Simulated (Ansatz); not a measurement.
The reference is Ge in the diamond structure (space group Fd-3m, No. 227; a = 5.622 Å). Axes: x, y, z lie along the cube axes.

All numbers come from LDA (Ansatz, a program for electronic structure, PAW, scalar-relativistic without spin-orbit coupling).

For the base:

* **Shortest interatomic distance**: 2.434 Å
* **Band gap**: zero
* **Pressure**: 0.0 GPa

Modification: tensor shear ε_xy = +0.57 % (engineering shear γ = 0.0114), atoms relaxed at fixed cell.

**Question.** What happens to the shortest interatomic distance, band gap, energy relative to the base and pressure?

**Answer.** The shortest interatomic distance shrinks by 0.004 Å to 2.430 Å; the band gap remains zero; the energy rises by 0.5 meV/atom; the pressure (mean of the normal stresses, compression positive) is still 0.0 GPa.

The cells carry an imposed strain or load. Stability against distortions was not tested. Gaps under 0.05 eV, about the width of the smearing, are given as zero. The zero or small gap of Ge can change with the level of theory.
